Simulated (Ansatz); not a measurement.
Take Mg2Ge in the anti-fluorite structure (space group Fm-3m, No. 225; a = 6.364 Å) as the base. Axes: x, y, z lie along the cube axes.

Method: PBEsol/PAW in Ansatz (an electronic-structure program), no spin-orbit coupling.

Strains are applied to the cell and any free atomic positions relax; under biaxial strain the out-of-plane vector relaxes too.

One change was made to it. Results:

```json
[
 {"quantity": "band gap", "base": "0.08 eV", "after": "zero"},
 {"quantity": "energy relative to the base (free energy F)", "base": "0 meV/atom", "after": "+4.4 meV/atom"},
 {"quantity": "shortest interatomic distance", "base": "2.756 Å", "after": "2.744 Å"},
 {"quantity": "pressure (mean of the normal stresses, compression positive)", "base": "0.0 GPa", "after": "-1.3 GPa"}
]
```

Question: Which of these changes matches the shifts?
A) biaxial strain −2.08 %, plane normal [111], relaxed out of plane
B) biaxial strain −1.67 %, plane normal [111], relaxed out of plane
C) biaxial strain +0.83 %, plane normal [111], relaxed out of plane
D) biaxial strain +1.67 %, plane normal [111], relaxed out of plane

Answer: D, biaxial strain +1.67 %, plane normal [111], relaxed out of plane. For comparison, the pressure in the other runs: biaxial strain −1.67 %, plane normal [111], relaxed out of plane gives 1.5 GPa; biaxial strain +0.83 %, plane normal [111], relaxed out of plane gives -0.7 GPa; biaxial strain −2.08 %, plane normal [111], relaxed out of plane gives 1.9 GPa.

Whether these cells are dynamically stable was not tested. All final runs are without spin polarisation. Gaps under 0.05 eV, about the width of the smearing, are given as zero. The zero or small gap of Mg2Ge can change with the level of theory.
